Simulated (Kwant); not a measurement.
Model system: wire with a side stub in a InAs two-dimensional gas. Effective mass 0.023 mₑ, grid spacing 5 nm, hard walls, nominal width 100 nm (19 grid rows, so walls 100 nm apart), one parabolic valley, scattering region 300 nm long along x; energies count from the band bottom; Fermi energy swept from 0.0013079 to 0.015532 eV. Closed stub on one side, 84 nm wide and 170 nm deep.

The device is made up for the run: typed textbook-type constants, with dimensions and the other settings drawn at random.

Model: effective-mass tight-binding model on a square grid, one spin, coherent transport at 0 K (Kwant). Conductance is in e²/h.

Problem. How many channels do the leads carry at E = 8.48, 10.2, 12.1 meV?

Solution. The hard-wall thresholds are n² ħ²π²/(2mW²) = n² × 1.63 meV with W = 100 nm. √(8.48/1.63) = 2.28, so 2. √(10.2/1.63) = 2.49, so 2. √(12.1/1.63) = 2.72, so 2.
